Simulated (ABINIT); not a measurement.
Input and output of a self-consistent single point for SnF3 (Fm-3m, 8 atoms in the cell) (ABINIT).

Method: PBEsol, norm-conserving pseudopotentials (PseudoDojo nc-sr-04 PBEsol standard) (plane waves; ABINIT 10.0.3).

```xyz
8
Lattice="0.0000 4.3124 4.3124 4.3124 0.0000 4.3124 4.3124 4.3124 0.0000" Properties=species:S:1:pos:R:3 pbc="T T T"
Sn     4.3124     4.3124     4.3124
Sn     0.0000     0.0000     0.0000
F      4.3124     6.2806     4.3124
F      4.3124     2.3443     4.3124
F      2.3443     4.3124     4.3124
F      6.2806     4.3124     4.3124
F      4.3124     4.3124     6.2806
F      4.3124     4.3124     2.3443
```

Reference input (self-consistent single point, DFT, PBEsol, plane waves, norm-conserving pseudopotentials (PseudoDojo nc-sr-04 PBEsol standard)): pseudos = [Sn.upf, F.upf]; ecut = 84 Ry; ixc = -116133; occopt = 3; tsmear = 0.00183747 Ha; ngkpt = 6 6 6; nshiftk = 1; shiftk = 0 0 0; potentials = PseudoDojo nc-sr-04 PBEsol standard; nband = 45; kptopt = 1; nstep = 100. This run's input differs from it in these lines:

```diff
@@ -28,3 +28,3 @@
 kptopt 1
-ngkpt 6 6 6
+ngkpt 3 3 3
 nshiftk 1
```

The program printed (abridged):

```
--- !BeginCycle
solver: {iscf: 7, nstep: 100, nline: 4, wfoptalg: 0, }
tolerances: {tolvrs: 1.00E-10, }
...

     iter   Etot(hartree)      deltaE(h)  residm     vres2
 ETOT  1  -303.58426444752    -3.036E+02 2.360E-01 1.107E+03
 ETOT  2  -304.68313263659    -1.099E+00 1.613E-02 8.125E+02
 ETOT  3  -304.85576827902    -1.726E-01 5.209E-03 8.109E+01
 ETOT  4  -304.86039830902    -4.630E-03 8.901E-04 4.021E+01
 ETOT  5  -304.86218542497    -1.787E-03 3.037E-04 5.622E+00
   [... 5 lines left out ...]
 ETOT 11  -304.86238377103    -6.241E-11 3.023E-04 2.957E-07
 ETOT 12  -304.86238377104    -7.049E-12 6.629E-04 1.926E-08
 ETOT 13  -304.86238377104    -1.933E-12 1.695E-04 8.774E-10
 ETOT 14  -304.86238377105    -8.754E-12 3.576E-04 1.335E-11
 At SCF step   14       vres2   =  1.34E-11 < tolvrs=  1.00E-10 =>converged.

 Cartesian components of stress tensor (hartree/bohr^3)
  sigma(1 1)= -6.80114847E-05  sigma(3 2)=  0.00000000E+00
  sigma(2 2)= -6.80114847E-05  sigma(3 1)=  0.00000000E+00
  sigma(3 3)= -6.80114847E-05  sigma(2 1)=  0.00000000E+00

 ----iterations are completed or convergence reached----

 reduced coordinates (array xred) for    8 atoms
       0.499999999988      0.499999999988      0.499999999988
      -0.000000000012     -0.000000000012     -0.000000000012
       0.728189999981      0.271809999996      0.728189999981
       0.271809999996      0.728189999981      0.271809999996
       0.728189999981      0.271809999996      0.271809999996
       0.271809999996      0.728189999981      0.728189999981
   [... lines left out ...]
 Fermi (or HOMO) energy (hartree) =  -0.02047   Average Vxc (hartree)=  -0.28668
 Fermi (or HOMO) energy (eV) =  -0.55713   Average Vxc (eV)=  -7.80085
   [... lines left out ...]
total_energy        : -3.04862383771047E+02
total_energy_eV     : -8.29572734926860E+03
band_energy         : -3.49160270331686E+01
...

-Cartesian components of stress tensor (GPa)         [Pressure=  2.0010E+00 GPa]
- sigma(1 1)= -2.00096662E+00  sigma(3 2)=  0.00000000E+00
- sigma(2 2)= -2.00096662E+00  sigma(3 1)=  0.00000000E+00
- sigma(3 3)= -2.00096662E+00  sigma(2 1)=  0.00000000E+00

 Calculation completed.
```

The run converged in 14 iterations. Against the reference run the free energy hardly moves (within 1 meV/atom), the pressure stays at 2.00 GPa, the largest force moves little (0.325 to 0.328 eV/Å) and the gap on the mesh goes from 2.851 to 3.426 eV.

The starting cell comes from a database of computed structures (which also holds hypothetical and non-ambient phases and stackings), without a prior relaxation at this level. Its lattice was rescaled by a random factor within 2.5 % of one. Another mesh or the band path of this cell gives a smaller gap, so this value is not converged in the mesh.

Cost on one core of a shared machine: roughly 3 min.
